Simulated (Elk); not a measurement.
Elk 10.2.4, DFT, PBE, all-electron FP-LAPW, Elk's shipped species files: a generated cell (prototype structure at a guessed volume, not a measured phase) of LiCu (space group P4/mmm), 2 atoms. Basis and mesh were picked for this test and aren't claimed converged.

```yaml
cell: 2.69, 2.69, 3.52 Å; 90, 90, 90°
task: ground state
xctype: 20
swidth: 0.004 Hartree
k mesh (ngridk): 8×8×6
maxscl: 100
rgkmax: 7 (default)
empty states an atom (nempty): 4 (default)
epspot (Hartree): 1e-06 (default)
epsengy (Hartree): 0.0001 (default)
k-points after symmetry: 60
largest_matrix_size: 138
valence_states: 18
```

Settings of this run: mixtype = 0, beta0 = 0.3, tefvit = false; 4 threads, 1 BLAS thread.

| loop | total energy (Hartree) | RMS change in potential |
|---|---|---|
| 1 | -1636.81533940 | - |
| 2 | -1689.66611544 | 14.31693620 |
| 3 | -1647.00758136 | 10.17311991 |
| 4 | -1677.63032847 | 6.943707539 |
| 5 | -1651.64628200 | 4.960539871 |
| 6 | -1673.13434537 | 3.394872752 |
| 7 | -1654.19179847 | 2.467764253 |
| 8 | -1670.60028834 | 1.695916157 |
| 9 | -1655.89043897 | 1.277603361 |
| 10 | -1668.94278349 | 0.8958787938 |
| 11 | -1657.12840876 | 0.7179883754 |
| 12 | -1667.75414777 | 0.5298147953 |
| 13 | -1658.08031989 | 0.4580514860 |
| 14 | -1666.85113280 | 0.3633745848 |
| … | … | … |
| 51 | -1662.43864980 | 0.1457027534E-01 |
| 52 | -1662.79660989 | 0.1340192834E-01 |
| 53 | -1662.46702413 | 0.1235011134E-01 |
| 54 | -1662.77046402 | 0.1136152707E-01 |
| 55 | -1662.49107726 | 0.1046845791E-01 |
| 56 | -1662.74830232 | 0.9631722826E-02 |
| 57 | -1662.51146755 | 0.8873629996E-02 |
| 58 | -1662.72951802 | 0.8165252273E-02 |
| … | … | … |
| 93 | -1662.61917663 | 0.4533536779E-03 |
| 94 | -1662.63032018 | 0.4173988893E-03 |
| 95 | -1662.62005997 | 0.3843184919E-03 |
| 96 | -1662.62950683 | 0.3538416078E-03 |
| 97 | -1662.62080903 | 0.3257879347E-03 |
| 98 | -1662.62881723 | 0.2999539731E-03 |
| 99 | -1662.62144385 | 0.2761801119E-03 |
| 100 | -1662.62823258 | - |

The run ended without self-consistency in 100 loops.

Which change of settings makes this cycle converge?

This is not unique; one that fits is mixtype = 1, beta0 = 0.1 (30 self-consistent loops) or mixtype = 1, beta0 = 0.05 (default) (31 self-consistent loops), all else kept. The other changes of this size gave: mixtype = 1, beta0 = 0.01 (53). With more settings changed, the fewest of all runs of this system: mixtype = 3 (default), beta0 = not set, mixsdb = 5 (default), broydpm = [0.4, 0.01] (19). Counts are of single runs.
